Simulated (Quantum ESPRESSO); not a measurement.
Band structure of BaS (Fm-3m, 2 atoms in the cell).

```yaml
crystal:
  lattice:
    - [0.00000, 3.28954, 3.28954]
    - [3.28954, 0.00000, 3.28954]
    - [3.28954, 3.28954, 0.00000]
  atoms:
    - { symbol: Ba, position: [0.00000, 0.00000, 0.00000] }
    - { symbol: S, position: [0.50000, 0.50000, 0.50000] }
```

Method: LDA (PZ), PSlibrary ultrasoft (LDA) pseudopotentials (plane waves; Quantum ESPRESSO).

Settings: ecutwfc = 45 Ry; ecutrho = 270 Ry; occupations = fixed; potentials = {Ba: Ba.pz-spn-rrkjus_psl.1.0.0.UPF, S: S.pz-n-rrkjus_psl.1.0.0.UPF}; K_POINTS = automatic 9 9 9 0 0 0; nbnd = 14; conv_thr = 1e-09 Ry; mixing_beta = 0.7.

The starting cell comes from a database of computed structures (which also holds hypothetical and non-ambient phases and stackings), without a prior relaxation at this level. Its lattice was rescaled by a random factor within 2.5 % of one.

Predict the gap along the standard path and the places of the band edges.

The gap along the path is 2.07 eV, from Γ to X; the smallest direct gap on it is 2.24 eV.

Levels in eV from the top of the valence band on the SCF mesh, bands 5 to 12:
| point | 5 | 6 | 7 | 8 | 9 | 10 | 11 | 12 |
|---|---|---|---|---|---|---|---|---|
| Γ | -10.18 | 0.00 | 0.00 | 0.00 | 2.91 | 3.71 | 3.71 | 3.71 |
| X | -10.08 | -0.61 | -0.17 | -0.17 | 2.07 | 5.34 | 5.65 | 6.98 |
| W | -9.73 | -1.00 | -0.53 | -0.53 | 4.04 | 4.04 | 5.76 | 6.35 |
| K | -9.76 | -0.91 | -0.60 | -0.55 | 3.14 | 5.54 | 6.01 | 6.32 |
| L | -9.28 | -1.81 | -0.93 | -0.93 | 5.13 | 5.17 | 5.88 | 5.88 |
| U | -9.76 | -0.91 | -0.60 | -0.55 | 3.14 | 5.54 | 6.01 | 6.32 |
